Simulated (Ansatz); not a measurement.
Input and output of a self-consistent single point for TiHg (P4mm, 2 atoms in the cell) (Ansatz, a first-principles code).

Method: PBEsol, default PAW files made with PBE (plane waves; Ansatz).

```yaml
crystal:
  lattice:
    - [3.02460, 0.00000, 0.00000]
    - [0.00000, 3.02460, 0.00000]
    - [0.00000, 0.00000, 4.11345]
  atoms:
    - { symbol: Ti, position: [0.50000, 0.50000, 0.51216], spin: 1.0 }
    - { symbol: Hg, position: [0.00000, 0.00000, 0.00000] }
```
(The spins are starting values, not results.)

Reference input (self-consistent single point, DFT, PBEsol, plane waves, default PAW files made with PBE): basis.ecutwfc = 420 eV; kpoints.mp_grid.grid = 11 11 8; hamiltonian.xc = pbesol; hamiltonian.pseudopotentials = {kind: paw} (the program's default PAW files); magnetization.spin_polarized = true; scf.occupations.method = fermi_dirac; scf.occupations.width = 0.1 eV. This run's input differs from it in these lines:

Ansatz 0.2 input:
```diff
@@ -12,3 +12,3 @@
   mp_grid:
-    grid: [11, 11, 8]
+    grid: [18, 18, 13]
 hamiltonian:
@@ -21,4 +21,4 @@
   occupations:
-    method: fermi_dirac
-    width: 0.1
+    method: methfessel_paxton
+    width: 0.01
 output:
```

Output (repeated stretches shortened):

```
SCF iter   1: F=—  HF=-16142.899746 eV  |F-HF|=—  |Δ(HF+E_count)|=         —  Δρ=4.79e-2 (↑4.79e-2 ↓4.14e-2)  dr2=2.73e0  dr2_m=2.84e-1  M=0.267 μB ∫|m|=0.280 μB  β_m=0.30  ethr=3.10e-3  ⟨swp⟩=4.4  Hψ=60593  notcnv=0
Mixer restart at iter 1: flushing history
all-band conjugate gradients solve this SCF's bands
preconditioner: auto → Kerker (q_TF=auto, 2.656 Å⁻¹)
spin=Collinear: Kerker preconditioning applied to the charge; magnetization (m = ρ↑ − ρ↓) channel mixes plain (no charge-response kernel on spin).
   [... lines left out ...]
SCF iter  18: F=—  HF=-16142.153505 eV  |F-HF|=—  |Δ(HF+E_count)|=   6.14e-8  S|Δr|=    0.00e0  Δρ=3.44e-6 (↑3.44e-6 ↓1.57e-6)  dr2=4.62e-9  dr2_m=1.40e-9  M=0.771 μB ∫|m|=0.780 μB  β_m=0.96  ethr=1.19e-10  ⟨swp⟩=3.2  Hψ=40978  notcnv=0
SCF iter  19: F=-16142.153505 eV  HF=-16142.153505 eV  |F-HF|=3.98e-10  |Δ(HF+E_count)|=  7.97e-10  S|Δr|=    0.00e0  Δρ=6.46e-7 (↑6.46e-7 ↓4.62e-7)  dr2=5.01e-10  dr2_m=2.18e-11  M=0.771 μB ∫|m|=0.780 μB  ethr=1.44e-11  ⟨swp⟩=2.7  Hψ=35258  notcnv=0
SCF 1 converged in 19 iterations: F = -16142.153505 eV  dr2 = 5.01e-10
Stability not checked (fill_not_monotonic)
Magnetization: 0.7709 μB (16.3855 up, 15.6145 down)
Absolute magnetization: 0.7805 μB (∫|ρ↑−ρ↓|, with the PAW one-centre terms)
Spin contamination: 0.0063 ħ² per cell (⟨S²⟩ above its minimum at these occupations)
   [... lines left out ...]
Free energy (F): -16142.153505 eV
Fermi energy:    15.951430 eV
   [... lines left out ...]
  atom   2  Hg     0.00000000     0.00000000     0.23763554
--- Stress (GPa, compression-positive) ---
       -4.708333       0.000000      -0.000000
        0.000000      -4.708333       0.000000
       -0.000000       0.000000      -5.585718
  P = ⅓ Tr σ = -5.0008 GPa (-50.008 kbar)
  The stress holds the Pulay correction. Without it, at fixed plane waves, as pw.x and ABINIT print it: P = -5.0319 GPa
```

The run converged in 19 iterations. Against the reference run the free energy rises by 19.6 meV/atom, the pressure goes from -5.38 to -5.00 GPa, the largest force goes from 0.226 to 0.238 eV/Å and the size of the net moment goes from 0.22 to 0.39 μB/atom.

The starting cell comes from a database of computed structures (which also holds hypothetical and non-ambient phases and stackings), without a prior relaxation at this level. Its lattice was rescaled by up to half a per cent. One atom was moved a little off its site on purpose. With one magnetic atom in the cell only a parallel order is possible. With a pressure of about -5 GPa the cell is away from its equilibrium volume at this level. Ansatz's pressure includes its estimate of the finite-basis (Pulay) stress.

Cost on one core of a shared machine: roughly 2 min.
